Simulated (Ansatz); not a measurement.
We consider CsCl-type CoAl, described by PBE (Ansatz, a quantum-chemistry and plane-wave program, PAW).

Numerical settings: plane-wave cutoff 520 eV, 20×20×20 k mesh, Fermi–Dirac smearing 0.05 eV, no spin polarisation, scalar-relativistic PAW data made under PBE.

Energies at three volumes about the minimum:

```tsv
V (Å³/atom)	E − E_lowest (meV/atom)
11.367	2.70
11.599	0.00
11.831	2.50
```

Problem. Fit a parabola by hand: where is the minimum, what lattice constant follows, and what is the bulk modulus?

Solution. Slopes: (0.00 − 2.70)/(11.599 − 11.367) = -11.638 and (2.50 − 0.00)/(11.831 − 11.599) = 10.776 meV/Å³. Curvature E″ = 2 × (10.776 − (-11.638))/(11.831 − 11.367) = 96.612 meV/Å⁶. From the middle of the first interval, the slope vanishes at V0 = 11.4830 − (-11.638)/96.612 = 11.603 Å³/atom. B = V0 E″ = 11.603 × 96.612 meV/Å³ × 0.1602 GPa per meV/Å³ = 180 GPa. With 2 atoms in the cube, a = (2 × 11.603)^(1/3) = 2.852 Å. The full Birch–Murnaghan fit to all volumes gives V0 = 11.599 Å³/atom and B0 = 179 GPa.

Measured, for comparison: bulk modulus 162 GPa, lattice constant a 2.861 Å (room temperature, no zero-point or thermal correction; as tabulated in Yamada et al. (2019), arXiv:1910.09660). Computed less measured: bulk modulus +10 %.
